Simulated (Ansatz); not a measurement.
Response to strain in Nb2C

The parent structure is Nb₂C (space group Pnma, No. 62; a cell from a computed database, its experimental status unchecked).

```
Nb2C
1.0
   10.86798     0.00000     0.00000
    0.00000     3.07372     0.00000
    0.00000     0.00000     4.94729
Nb C
8 4
Direct
  0.29599   0.75000   0.73647
  0.70401   0.25000   0.26353
  0.20401   0.25000   0.23647
  0.79599   0.75000   0.76353
  0.54502   0.25000   0.75408
  0.45498   0.75000   0.24592
  0.95498   0.75000   0.25408
  0.04502   0.25000   0.74592
  0.37523   0.25000   0.99164
  0.62477   0.75000   0.00836
  0.12477   0.75000   0.49164
  0.87523   0.25000   0.50836
```

Cartesian axes are those of the cell as printed.

Strains are applied to the cell and any free atomic positions relax; under stress the whole cell relaxes.

All numbers come from PBEsol (Ansatz, an electronic-structure program, PAW, no SOC).

Notes on the quantities. energy relative to the base: free energy F.

```tsv
change	volume per atom	energy relative to the base	space group
base	13.77 Å³	0 meV/atom	Pnma (No. 62)
isotropic strain −2.62 %	12.72 Å³	+69 meV/atom	Pnma (No. 62)
tensor shear ε_xz = +1.60 %	13.77 Å³	+5.8 meV/atom	P2_1/m (No. 11)
uniaxial stress, 1 GPa compression along z	13.75 Å³	+0.1 meV/atom	Pnma (No. 62)
```

Without a gap, meshes like the base's 4×12×8 leave anisotropic stresses uncertain by several tenths of a GPa, and small strain energies with them. Stability under load was not tested beyond the relaxation. The final runs are not spin-polarised.
